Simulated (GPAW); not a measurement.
Input and output of a self-consistent single point for ZrTi2 (P6/mmm, 3 atoms in the cell) (GPAW).

Computed with PBEsol, GPAW PAW datasets PBEsol (made by gpaw-setup) (plane waves; GPAW).

```xyz
3
Lattice="4.7244 0.0000 0.0000 -2.3622 4.0915 0.0000 0.0000 0.0000 3.0034" Properties=species:S:1:pos:R:3 pbc="T T T"
Zr     0.0000     0.0000     0.0000
Ti     2.3622     1.3638     1.5017
Ti     0.0000     2.7276     1.5017
```

Reference input (self-consistent single point, DFT LDA (Perdew-Wang 92), plane waves, GPAW PAW datasets LDA (gpaw-data 1.0.1)): mode = pw; ecut = 850 eV; xc = LDA; kpts = 8 8 11; mesh shift (steps) = 0 0 0; occupations.name = fermi-dirac; occupations.width = 0.1 eV; nbands = -9; convergence.density = 1e-05 e/electron; symmetry.symmorphic = false; symmetry.tolerance = 0.0005; maxiter = 100. This run's input differs from it in these lines:

```diff
@@ -14,3 +14,3 @@
 calc = GPAW(mode={'name': 'pw', 'ecut': 850},
-            xc='LDA',
+            xc='PBEsol',
             kpts={'size': (8, 8, 11), 'gamma': True},
```

Its files differ too (potentials: GPAW PAW datasets PBEsol (made by gpaw-setup)).

Output (repeated stretches shortened):

```
     iter     time        total  log10-change:
                         energy   eigst   dens
iter:   1 --:--:--   -22.842259
iter:   2 --:--:--   -22.763870   -0.77  -1.36
iter:   3 --:--:--   -22.421310   -1.19  -1.38
iter:   4 --:--:--   -22.299830   -1.50  -1.54
iter:   5 --:--:--   -22.371779   -0.93  -1.72
iter:   6 --:--:--   -22.314505   -2.26  -2.05
iter:   7 --:--:--   -22.286608   -1.64  -2.12
iter:   8 --:--:--   -22.283311   -2.95  -2.46
iter:   9 --:--:--   -22.286176c  -3.25  -2.53
iter:  10 --:--:--   -22.282529c  -4.04  -2.47
iter:  11 --:--:--   -22.280950c  -4.04  -2.56
iter:  12 --:--:--   -22.296051c  -1.88  -2.60
   [... lines left out ...]
iter:  17 --:--:--   -22.277635c  -5.65  -3.28
iter:  18 --:--:--   -22.277633c  -5.99  -3.32
iter:  19 --:--:--   -22.277711c  -5.11  -3.39
iter:  20 --:--:--   -22.277751c  -5.45  -3.58
iter:  21 --:--:--   -22.277721c  -6.17  -3.81
iter:  22 --:--:--   -22.277730c  -6.20  -4.21
iter:  23 --:--:--   -22.277727c  -7.06  -4.38
iter:  24 --:--:--   -22.277723c  -6.92  -4.40
iter:  25 --:--:--   -22.277727c  -7.70c -4.38
iter:  26 --:--:--   -22.277722c  -7.41c -4.43
iter:  27 --:--:--   -22.277722c  -8.53c -4.85
iter:  28 --:--:--   -22.277722c  -7.68c -4.93
iter:  29 --:--:--   -22.277722c  -8.83c -5.05c
Converged after 29 iterations.

Dipole moment: (0.000000, -0.000000, 0.000000) |e|*Ang

Energy contributions relative to reference atoms: (reference = -144233.346176)

Kinetic:        +11.163218
Potential:      -11.603607
External:        +0.000000
XC:             -22.153996
Entropy (-ST):   -0.113684
Local:           +0.373505
SIC:             +0.000000
--------------------------
Free energy:    -22.334564
Extrapolated:   -22.277722

Showing only first 2 kpts
 Kpt  Band  Eigenvalues  Occupancy
  0    16      8.37871    1.90138
  0    17      8.37874    1.90136
  0    18      8.64902    1.12729
  0    19      9.56639    0.00027

  1    16      8.22588    1.97775
  1    17      8.22591    1.97774
  1    18      8.85336    0.28677
  1    19      9.75199    0.00004

Fermi level: 8.67462

No gap
No difference between direct/indirect transitions
Energy (eV): -22.277722

Forces in eV/Ang:
  0 Zr    0.00000    0.00000    0.00000
  1 Ti    0.00000    0.00000    0.00000
  2 Ti    0.00000    0.00000    0.00000

Stress tensor:
     0.024697     0.000000     0.000000
     0.000000     0.024697     0.000000
     0.000000     0.000000     0.021069
Stress (GPa, Voigt): [3.9568 3.9568 3.3757 0.     0.     0.    ]
```

The run converged in 29 iterations. GPAW prints stress with tension positive. Against the reference run the pressure goes from -7.42 to -3.76 GPa.

The starting cell comes from a database of computed structures (which also holds hypothetical and non-ambient phases and stackings), without a prior relaxation at this level. Spin polarisation is off. With a pressure of about -4 GPa the cell is away from its equilibrium volume at this level.

Cost on one core of a shared machine: roughly 3 min.
